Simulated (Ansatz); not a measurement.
# Br on the 1x1 (111) surface of fcc Pt, one in a 2x2 cell, started at the site 'bridge Pt-Pt (span 2.8 Å)'

Computed with r2SCAN, at the PBE geometry (plane waves to 500 eV, PAW; Ansatz, a program for electronic structure).

Slab: 17 atoms, 6.9 Å thick at the start under the adsorbate (thin: gaps and levels are the slab's own); k 6x6x1, smearing 0.1 eV, dipole-corrected; single point; on the structure that PBE left under its start's symmetry; no spin, no spin-orbit, no U, no dispersion correction. At the end it is bonded to 3 Pt. In PBE it is, or lies within 0.03 eV of, the lowest of the starts that converged; the order may differ at this level.

adsorption energy against ½ Br2(g) at the same level: -33.0 kcal/mol
work function of the top face: 5.13 eV
change of the work function: -0.62 eV
change of the step from the bottom to the top vacuum level, against the clean slab: -0.63 eV
height of the binding atom over the mean of the host atoms within 0.3 Å of the top one: 2.075 Å
nearest host atoms of the binding atom: Pt at 2.64 Å, Pt at 2.64 Å, Pt at 2.64 Å
note: in the relaxation the adsorbate left its starting site by 0.8 Å
cost: very roughly 5 core-minutes

A negative adsorption energy means that the adsorbate is more stable on the surface than in its reference.
